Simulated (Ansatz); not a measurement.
Results of PBE+SOC (Ansatz, an electronic-structure program, plane waves, PAW) for Sr2BeN2 (model structure, started from the Ca2ZnN2 type, I4/mmm, No. 139, 5 atoms in the cell).

Run with plane-wave cutoff 520 eV, 12×12×12 k mesh, Fermi–Dirac smearing 0.01 eV, PAW data made under PBE.

Cell (relaxed with PBEsol):

BeSr2N2 is taken in the tetragonal space group I4/mmm (No. 139), Pearson symbol tI10. Conventional cell: a = 3.7790 Å, b = 3.7790 Å, c = 11.7753 Å, α = 90.00°, β = 90.00°, γ = 90.00°. Sr on 4e sees 5 N at 2.555–2.683 Å (square pyramidal). Be on 2a is coordinated by 2 N at 1.545 Å (linear). N on 4e has 1 Be at 1.545 Å and 5 Sr at 2.555–2.683 Å (octahedral). (Neighbours: up to the widest gap in distance over summed covalent radii, below 1.35, at either atom; cation-cation and far metal-metal contacts left out.)
(The calculation used a cell of 5 atoms; values per cell refer to that cell.)

**Question.** Estimate the band gap that the calculation returns.

**Answer.** 
- band gap: 0.91 eV (direct)

Note: the relaxation could raise the start's symmetry but not lower it, so the cell can be a saddle point; cell and atoms aren't relaxed at this level (largest force component 0.13 eV/Å, pressure 2.8 GPa).

A model structure was made by putting elements into a prototype or built by hand; it is no filed structure, need not be a known phase, and can be a saddle point held by its symmetry.
